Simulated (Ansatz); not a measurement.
OH on the 1x1 (110) surface of bcc Ta, one in a 2x2 cell: adsorption energies (eV for each) against H2O(g) − ½ H2(g) in Ansatz (plane waves, PAW). Structures relaxed with PBE; the other functionals are single points on them, with slab and gas at the same level. No dispersion, zero-point or thermal terms. Rows are starts at which the adsorbate stayed; left out, since it moved away, changed or didn't bind there, or the run didn't converge: bridge Ta-Ta (span 3.3 Å).

Set-up: 18 atoms, 6.8 Å thick at the start under the adsorbate (thin: gaps and levels are the slab's own); mesh 5x5x1; 0.1 eV smearing; dipole correction on; 8 atoms held, the rest relaxed; each run with such symmetry as its start has; spin where the adsorbate may keep a moment, no spin-orbit, no U, no dispersion correction.

```csv
site,PBE,RPBE,r2SCAN
top Ta,-0.91,-0.82,___
hollow Ta-Ta-Ta,-1.80,-1.57,___
bridge Ta-Ta (span 2.9 Å),-1.45,-1.25,___
```

Task: What belongs in the gaps?

Result: 
- top Ta, r2SCAN: -1.10
- hollow Ta-Ta-Ta, r2SCAN: -2.22
- bridge Ta-Ta (span 2.9 Å), r2SCAN: -1.79

RPBE moves the energies by 0.18 eV on average against PBE and puts 'hollow Ta-Ta-Ta' lowest, as PBE does. r2SCAN moves the energies by -0.32 eV on average against PBE and puts 'hollow Ta-Ta-Ta' lowest, as PBE does.

Ansatz is a first-principles code.
